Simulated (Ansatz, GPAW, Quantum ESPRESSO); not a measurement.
# Code comparison for CsMg₆Zn (P1, 8 atoms in the cell)

Self-consistent single point, at a second geometry (atoms moved at random). First geometry:

```xyz
8
Lattice="5.2262 0.0000 0.0000 0.0000 2.9764 9.1961 0.0000 -2.9764 9.1961" Properties=species:S:1:pos:R:3 pbc="T T T"
Cs     2.6131     0.0000    13.0418
Mg     2.6131     1.4973     7.9806
Mg     2.6131    -1.4973     7.9806
Mg     0.0000     1.5260     9.9809
Mg     0.0000    -1.5260     9.9809
Mg     0.0000     0.0000     7.0448
Mg     0.0000     0.0000    16.3881
Zn     2.6131     0.0000     1.1712
```

Second geometry:
```yaml
crystal:
  lattice:
    - [5.22621, 0.00000, 0.00000]
    - [0.00000, 2.97643, 9.19614]
    - [0.00000, -2.97643, 9.19614]
  atoms:
    - { symbol: Cs, position: [0.50494, 0.71548, 0.69947] }
    - { symbol: Mg, position: [0.49305, 0.67453, 0.18720] }
    - { symbol: Mg, position: [0.50618, 0.18423, 0.68515] }
    - { symbol: Mg, position: [0.99803, 0.79443, 0.28730] }
    - { symbol: Mg, position: [0.99650, 0.29365, 0.79241] }
    - { symbol: Mg, position: [0.99009, 0.38895, 0.38265] }
    - { symbol: Mg, position: [0.01617, 0.88368, 0.89983] }
    - { symbol: Zn, position: [0.49503, 0.06503, 0.06600] }
```

Shared settings, as Ansatz (a program for electronic structure) writes them: kpoints.mp_grid.grid = 3 3 3; scf.occupations.method = gaussian; scf.occupations.width = 0.1 eV. Potentials and cutoffs stand in the table.

```csv
code,model,ΔF from the first geometry (meV/atom),pressure (GPa),largest force (eV/Å),cutoff
Ansatz,"LDA (PW92), PAW files made with PBE",6.6,-1.50,0.352,default
Quantum ESPRESSO,"LDA (PW92), PseudoDojo standard norm-conserving (LDA) pseudopotentials",6.6,-1.48,0.353,85 Ry
GPAW,"LDA (Perdew-Wang 92), GPAW PAW datasets LDA (gpaw-data 1.0.1)",6.6,-1.50,0.353,850 eV
```

Size of the force on each atom (eV/Å): Sizes of forces hide their directions.

```json
[
 {"code": "Ansatz", "Cs1": "0.008", "Mg2": "0.352", "Mg3": "0.273", "Mg4": "0.229", "Mg5": "0.260", "Mg6": "0.224", "Mg7": "0.326", "Zn8": "0.304"},
 {"code": "Quantum ESPRESSO", "Cs1": "0.009", "Mg2": "0.353", "Mg3": "0.274", "Mg4": "0.230", "Mg5": "0.259", "Mg6": "0.225", "Mg7": "0.327", "Zn8": "0.303"},
 {"code": "GPAW", "Cs1": "0.008", "Mg2": "0.353", "Mg3": "0.275", "Mg4": "0.230", "Mg5": "0.261", "Mg6": "0.224", "Mg7": "0.326", "Zn8": "0.308"}
]
```

The spread over the programs that give each value: ΔF from the first geometry within 0.0 meV/atom; pressure within 0.02 GPa; largest force within 0.001 eV/Å.

Ansatz's pressure is given at a fixed set of plane waves, as the other plane-wave codes print theirs.

The shared mesh is coarse (it stands for a supercell whose shortest vector is 16 Å), so the values are not converged in it.

The starting cell comes from a database of computed structures (which also holds hypothetical and non-ambient phases and stackings), without a prior relaxation at this level. For this run, on top of that: atoms moved at random.

Left out of this page: CP2K (unsound by tests on forces, stress, charge or solver warnings).

Keys are those of Ansatz 0.2.
